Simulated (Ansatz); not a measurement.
Base system: Tm in the hcp (Mg type) structure (space group P6_3/mmc, No. 194; a = 3.6679 Å, c = 5.9684 Å; ferromagnetic).

The values are results of PBE (Ansatz, a program for electronic structure), no spin-orbit coupling, earlier PAW set, not measurements.

One change was made to it. Results:

```json
[
 {"quantity": "c/a ratio", "base": "1.627", "after": "1.553"},
 {"quantity": "lattice parameter a", "base": "3.668 Å", "after": "3.656 Å"}
]
```

Problem. Which change produced these results?
(A) Tm → Lu
(B) Tm → La
(C) Tm → Y

Solution. C, Tm → Y. For comparison, the lattice parameter a in the other runs: Tm → Lu gives 3.507 Å; Tm → La gives 3.769 Å.

Other magnetic orders, which the real material may have, were not ruled out. Open 4f shells without U are poorly described, and the f state was not checked. Whether these cells are dynamically stable was not tested. Spin-polarised in the final run: base; the other runs are not.
